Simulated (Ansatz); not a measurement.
## Pressure series in TiPt3

Start from TiPt3 (space group P6_3/mmc, No. 194; a = 5.5196 Å, c = 8.9906 Å; a cell from a computed database, its experimental status unchecked).

Cell and atoms are relaxed at each pressure.

Calculations: PBEsol (Ansatz, a program for electronic structure, PAW, scalar-relativistic without spin-orbit coupling).

Notes on the quantities. enthalpy: H = E + PV relative to the base's energy.

```json
[
 {"case": "base", "shortest interatomic distance": "2.754 Å", "density": "17.73 g/cm³", "enthalpy": "–"},
 {"case": "pressure −2 GPa", "shortest interatomic distance": "2.761 Å", "density": "17.59 g/cm³", "enthalpy": "-0.19 eV/atom"},
 {"case": "pressure −1 GPa", "shortest interatomic distance": "2.758 Å", "density": "17.66 g/cm³", "enthalpy": "-0.09 eV/atom"},
 {"case": "pressure 0.3 GPa", "shortest interatomic distance": "2.753 Å", "density": "17.75 g/cm³", "enthalpy": "+0.03 eV/atom"},
 {"case": "pressure 0.7 GPa", "shortest interatomic distance": "2.752 Å", "density": "17.77 g/cm³", "enthalpy": "+0.06 eV/atom"},
 {"case": "pressure 1.5 GPa", "shortest interatomic distance": "2.749 Å", "density": "17.83 g/cm³", "enthalpy": "+0.14 eV/atom"},
 {"case": "pressure 3 GPa", "shortest interatomic distance": "2.745 Å", "density": "17.92 g/cm³", "enthalpy": "+0.28 eV/atom"},
 {"case": "pressure 5 GPa", "shortest interatomic distance": "2.738 Å", "density": "18.05 g/cm³", "enthalpy": "+0.46 eV/atom"},
 {"case": "pressure 7.5 GPa", "shortest interatomic distance": "2.731 Å", "density": "18.20 g/cm³", "enthalpy": "+0.68 eV/atom"},
 {"case": "pressure 10 GPa", "shortest interatomic distance": "2.723 Å", "density": "18.35 g/cm³", "enthalpy": "+0.91 eV/atom"}
]
```

Load acts through the strain it causes; cell and atoms are relaxed under it. Stability against distortions was not tested. No other phases were tried under pressure. All final runs are without spin polarisation.
